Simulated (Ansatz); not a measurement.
Consider the following.

```
HfC
1.0
    3.29840     0.00000     0.00000
    1.64920     2.85650     0.00000
    1.64920    -0.95217     2.64167
Hf C
1 1
Direct
  0.00000   0.00000   0.00000
  0.00000   0.50000   0.50000
```

No spin polarisation.

All numbers come from PBEsol, PAW, 420 eV (Ansatz, a program for electronic structure; no spin-orbit coupling). k-mesh 22×22×22 (Γ-centred); smearing 0.1 eV (Fermi–Dirac).

### Question
Estimate the band gap.

### Answer
Zero.

### Question
What mean in-plane stress (compression positive) does the calculation give?

### Answer
-6.5 GPa.

### Question
Predict the space group.

### Answer
R-3m (No. 166).

The cells carry an imposed strain or load. No phonon test of stability was made. All final runs are without spin polarisation. The cell was made from HfC in the rock salt structure (space group Fm-3m, No. 225) by this change: biaxial strain +1.25 %, plane normal [111], relaxed out of plane.
